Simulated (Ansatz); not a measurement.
Functionals compared on a constructed model of the (111) surface of fcc Ni, ferromagnetic, a pseudomorphic layer of Rh in the host's stacking (bottom of the slab: a bare face, its two planes held), in Ansatz (plane waves, PAW). The structure was relaxed with PBE; the other rows are single points on it. Cutoff 420 eV.

Set-up: 7 atoms, 12.5 Å thick at the start; mesh 17x17x1; 0.1 eV smearing; dipole correction on; 2 atoms held, the rest relaxed; held to the start's symmetry, so lower structures may exist; spin-polarised, ending with about 4.5 μB a cell; orders that need a larger cell were not tried, no spin-orbit, no U. It is one candidate, not shown to be the stable structure of the face. These notes are the PBE run's.

```json
[
 {"functional": "PBE", "work function of the top face (eV)": "5.30", "magnetic moment of the cell (μB)": "4.48", "rough cost of the single point": "–"},
 {"functional": "RPBE", "work function of the top face (eV)": "5.12", "magnetic moment of the cell (μB)": "4.55", "rough cost of the single point": "around 2.9 core-minutes (rough)"}
]
```

Ansatz is a quantum-chemistry and plane-wave program.
